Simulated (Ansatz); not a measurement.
## Response to strain in MoS2

Take MoS2 (space group P6_3/mmc, No. 194; a = 3.149 Å, c = 12.089 Å; layered, stacked along the Cartesian z axis) as the base. Axes: x lies along a and z along c of the hexagonal cell.

Strains are applied to the cell and any free atomic positions relax.

The values are results of PBE-D3(BJ) in Ansatz (plane waves to 420 eV, PAW, scalar-relativistic without spin-orbit coupling), not measurements.

Notes on the quantities. energy relative to the base: free energy F.

| uniaxial strain ε_zz (%) | energy relative to the base (meV/atom) |
|---|---|
| -3 | 3.7 |
| -2.4 | 2.3 |
| -1.8 | 1.2 |
| -1.2 | ? |
| -0.6 | 0.1 |
| 0 | 0.0 |

### Question
Fit ΔE = Aε² + Bε³ (ε in %) to the rows shown and predict the withheld row.

### Answer
Least squares on the printed values gives A = 0.323 and B = -0.030 meV/atom (largest residual 0.0 meV/atom); this predicts 0.5 meV/atom, and the run gives 0.5 meV/atom, in agreement.

Whether these cells are dynamically stable was not tested.

Ansatz is a quantum-chemistry and plane-wave program.
